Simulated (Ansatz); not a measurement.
Data:

```
CELL_PARAMETERS angstrom
      3.07600     0.00000     0.00000
     -1.53800     2.66390     0.00000
      0.00000     0.00000     5.04781
ATOMIC_POSITIONS crystal
  Si 0.33333 0.66667 0.49959
  Si 0.66667 0.33333 0.99959
  C  0.33333 0.66667 0.87541
  C  0.66667 0.33333 0.37541
```

Calculation: PBEsol with spin-orbit coupling, rigid bands (plane waves, PAW; Ansatz, an electronic-structure program). Geometry: cell and atoms relaxed with PBEsol.

What conductivity effective mass do dilute electrons have at 300 K?

0.43 (x), 0.43 (y), 0.26 (z) mₑ.

What conductivity effective mass do dilute holes have at 300 K?

1.20 (x), 1.20 (y), 1.49 (z) mₑ.

And the band gap?

2.12 eV at this level; semilocal functionals usually fall short of the measured gap.

Rigid bands, one relaxation time for all states, no polarons.
